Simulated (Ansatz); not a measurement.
Start from Al in the fcc (Cu type) structure (space group Fm-3m, No. 225; relaxed with 0.1 eV smearing).

```
Al
1.0
    0.00000     2.00773     2.00773
    2.00773     0.00000     2.00773
    2.00773     2.00773     0.00000
Al
1
Direct
  0.00000   0.00000   0.00000
```

Cartesian axes are those of the cell as printed.

Method: PBEsol, PAW, 420 eV (Ansatz, a program for electronic structure; spin-orbit coupling left out).

For the base:

| Quantity | Result |
|---|---|
| Shortest interatomic distance | 2.839 Å |

The change: tensor shear ε_xy = +1.71 % (engineering shear γ = 0.0342), atoms relaxed at fixed cell.

Estimate the effect on the stress.

The stress (xx, yy, zz, yz, xz, xy; compression positive) comes out as (0.1, 0.1, 0.1, 0.0, 0.0, -1.2) GPa.

What happens to the shortest interatomic distance?

The shortest interatomic distance decreases by 0.0486 Å (2.839 Å → 2.791 Å).

What does the calculation give for the energy relative to the base after the change?

The energy goes up by 2.0 meV/atom.

The cells carry an imposed strain or load. Whether these cells are dynamically stable was not tested.
